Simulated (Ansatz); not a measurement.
The cell is built on a prototype and need not be the phase stable at ambient conditions.

By PBEsol, the system below comes out a metal.

A figure of merit of an interconnect metal is its ballistic conductance per area.

Input:

```xyz
2
Lattice="2.9677 0.0000 0.0000 0.0000 2.9697 0.0000 0.0000 0.0000 2.9677" Properties=species:S:1:pos:R:3 pbc="T T T"
Al     1.4839     1.4849     1.4839
Rh     0.0000     0.0000     0.0000
```

Space group of this cell: P4/mmm, CsCl type. The cell was relaxed by PBE-D3(BJ); by PBEsol its mean pressure is 0.8 GPa.

The current flows along the normal of the first two printed cell vectors. No spin-orbit coupling; the value is a mean over 0.1 eV about the Fermi level.

Compute, with PBEsol in Ansatz (an electronic-structure program), the ballistic conductance per area.

0.47 × 10¹⁵ S/m² for both spins.
